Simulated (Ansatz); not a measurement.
An Ansatz (a first-principles code) run: CdGeAs2 with a change (isotropic strain −3.00 %); PBE (Ansatz), spin-orbit coupling left out.

Input:

Ansatz 0.2 input:
```yaml
crystal:
  lattice:
    - [-2.9331275016, 2.9331275016, 5.571853449]
    - [2.9331275016, -2.9331275016, 5.571853449]
    - [2.9331275016, 2.9331275016, -5.571853449]
  atoms:
    - { symbol: Cd, position: [0, 0, 0] }
    - { symbol: Cd, position: [0.75, 0.25, 0.5] }
    - { symbol: Ge, position: [0.5, 0.5, 0] }
    - { symbol: Ge, position: [0.25, 0.75, 0.5] }
    - { symbol: As, position: [0.875, 0.8482759355, 0.4732759355] }
    - { symbol: As, position: [0.1517240645, 0.625, 0.0267240645] }
    - { symbol: As, position: [0.375, 0.4017240645, 0.5267240645] }
    - { symbol: As, position: [0.5982759355, 0.125, 0.9732759355] }
basis: { ecutwfc: 420, ecutrho_ratio: 4, xc_grid: 2, fft_grid_basis: typed }
kpoints: { mp_grid: { grid: [8, 8, 8] } }
hamiltonian:
  xc: pbe
  dispersion: none
  pseudopotentials: { kind: paw }
scf: { occupations: { method: fermi_dirac, width: 0.05 }, convergence: { dr2_threshold: 0.0000000008 } }
relax: { f_tol: 0.005, max_steps: 50 }
output: { forces: true, stress: true }
checkpoint: { write: state.ck, write_every: 1000 }
```

Output (explanatory and most iteration lines left out):

```
Relaxation: its limit of steps is 50 (relax.max_steps)
Pseudopotential: Cd, paw, valence charge 20
Pseudopotential: Ge, paw, valence charge 14
Pseudopotential: As, paw, valence charge 15
Crystal: 8 atoms, lattice volume = 191.744 Å³
Basis set: ecut = 420 eV, 3747 PW (Γ), exchange–correlation on 96×96×96 points (8 copies of the dense FFT grid, shifted against one another)
Bands: 77, of which v1, the nominal top of the filled ones, is band 64 counted from 1 (63 counted from 0)
Symmetry: 8 space group operations
Space group: I-42d (ITA 122), of the structure as read, at distance tolerance 5.8e-5 Å
k-points: 59 of 512 (time reversal used)
Functional: x = pbe(κ = 0.804, μ = 0.2195149727645171), c = pbe(β = 0.06672455060314922)
SCF iter   1: F=—  HF=-44523.882815 eV  |F-HF|=—  |Δ(HF+E_count)|=         —  Δρ=1.20e-3  dr2=3.96e-3  ethr=1.77e-3  ⟨swp⟩=6.0  Hψ=15521  notcnv=0  defer=9
SCF iter   2: F=—  HF=-44523.884076 eV  |F-HF|=—  |Δ(HF+E_count)|=   1.26e-3  Δρ=6.34e-4  dr2=1.01e-3  ethr=3.09e-6  ⟨swp⟩=2.0  Hψ=6784  notcnv=0  defer=44
SCF 1 converged in 9 iterations: F = -44523.884116 eV  dr2 = 2.48e-10
relax step   1: F+E_penalty+E_count = -44523.88411613 eV  Δ(F+E_penalty+E_count) = +0.000e0 eV  max|allowed force component| = 7.178e-2 eV/Å  Δτ_max = 0.0000 Å  (9 SCF iters, accepted)
Crystal: 8 atoms, lattice volume = 191.744 Å³
SCF iter   1: F=—  HF=-44523.885023 eV  |F-HF|=—  |Δ(HF+E_count)|=         —  Δρ=3.71e-4  dr2=1.49e-4  ethr=1.15e-7  ⟨swp⟩=2.0  Hψ=12694  notcnv=0  defer=335
SCF iter   2: F=—  HF=-44523.884998 eV  |F-HF|=—  |Δ(HF+E_count)|=   2.53e-5  Δρ=2.01e-4  dr2=4.46e-5  ethr=1.15e-7  ⟨swp⟩=1.0  Hψ=4208  notcnv=0  defer=335
SCF 2 converged in 7 iterations: F = -44523.885044 eV  dr2 = 5.41e-10
relax step   2: F+E_penalty+E_count = -44523.88504381 eV  Δ(F+E_penalty+E_count) = -9.277e-4 eV  max|allowed force component| = 8.299e-3 eV/Å  Δτ_max = 0.0073 Å  (7 SCF iters, accepted)
Crystal: 8 atoms, lattice volume = 191.744 Å³
SCF iter   1: F=—  HF=-44523.885023 eV  |F-HF|=—  |Δ(HF+E_count)|=         —  Δρ=3.86e-5  dr2=1.62e-6  ethr=1.25e-8  ⟨swp⟩=3.0  Hψ=7389  notcnv=0  defer=335
SCF iter   2: F=—  HF=-44523.885056 eV  |F-HF|=—  |Δ(HF+E_count)|=   3.30e-5  Δρ=2.09e-5  dr2=4.77e-7  ethr=1.26e-9  ⟨swp⟩=1.0  Hψ=5251  notcnv=0  defer=335
SCF 3 converged in 5 iterations: F = -44523.885056 eV  dr2 = 1.69e-10
relax step   3: F+E_penalty+E_count = -44523.88505637 eV  Δ(F+E_penalty+E_count) = -1.256e-5 eV  max|allowed force component| = 7.287e-6 eV/Å  Δτ_max = 0.0008 Å  (5 SCF iters, accepted)
SCF converged after 5 iterations
Free energy (F): -44523.885056 eV
Internal energy: -44523.884471 eV  (E = F + TS)
E sigma→0 (E₀):  -44523.884764 eV
Entropy (-TS):   -0.000585 eV (-0.073 meV/atom)
Fermi energy:    9.413176 eV
--- Forces (eV/Å), atoms counted from 1 ---
  atom   1  Cd     0.00000000     0.00000000     0.00000000
  atom   2  Cd     0.00000000    -0.00000000     0.00000000
  atom   3  Ge     0.00000000     0.00000000     0.00000000
  atom   4  Ge     0.00000000     0.00000000     0.00000000
  atom   5  As     0.00000729     0.00000000     0.00000000
  atom   6  As     0.00000000    -0.00000729    -0.00000000
  atom   7  As    -0.00000729    -0.00000000    -0.00000000
  atom   8  As     0.00000000     0.00000729    -0.00000000
--- Stress (GPa, compression-positive) ---
        6.032358      -0.000000      -0.000000
        0.000000       6.032358      -0.000000
       -0.000000      -0.000000       5.771842
  P = ⅓ Tr σ = 5.9455 GPa (59.455 kbar)
--- Relaxed structure (3 steps of the walk, 3 accepted, 0 SCFs on fresh bases) ---
  atoms:
    - { symbol: Cd, position: [2.310251966318168e-21, 2.079226769686712e-20, 2.310251966318529e-20] }
    - { symbol: Cd, position: [0.7500000000000001, 0.24999999999999997, 0.5000000000000001] }
    - { symbol: Ge, position: [0.5, 0.5, 2.3102519663185587e-20] }
    - { symbol: Ge, position: [0.24999999999999997, 0.7500000000000001, 0.5000000000000001] }
    - { symbol: As, position: [0.8750000000000001, 0.8493921449373947, 0.47439214493739457] }
    - { symbol: As, position: [0.1506078550626056, 0.625, 0.0256078550626056] }
    - { symbol: As, position: [0.3750000000000001, 0.40060785506260566, 0.5256078550626055] }
    - { symbol: As, position: [0.5993921449373945, 0.125, 0.9743921449373945] }
```

Stability against distortions was not tested. The final runs are not spin-polarised. The cell was made from CdGeAs₂ in the chalcopyrite structure (space group I-42d, No. 122) by this change: isotropic strain −3.00 %.
